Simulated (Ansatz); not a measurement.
A (6,6) carbon nanotube has 24 atoms in a period of 2.466 Å, a mean diameter of 8.22 Å, and lies 118 meV/atom over the flat sheet relaxed at the same level.

Method: PBE (plane waves to 420 eV, PAW; Ansatz, a program for electronic structure). Mesh 1×1×30. No spin polarisation. Periodic along z alone, with about 11 Å of vacuum beside it. An idealised model, rolled from the flat sheet. Only distortions within the start's symmetry and period were free.

Task: Which bending rigidity of the sheet does this imply in the thin-plate picture?

Result: A plate bent to radius R stores D/(2R²) an area. The area an atom is π × 8.22 × 2.466/24 = 2.65 Å², so the stored energy is 0.118/2.65 = 0.0445 eV/Å². With R = 4.110 Å, D = 2R² × 0.0445 = 1.5 eV.
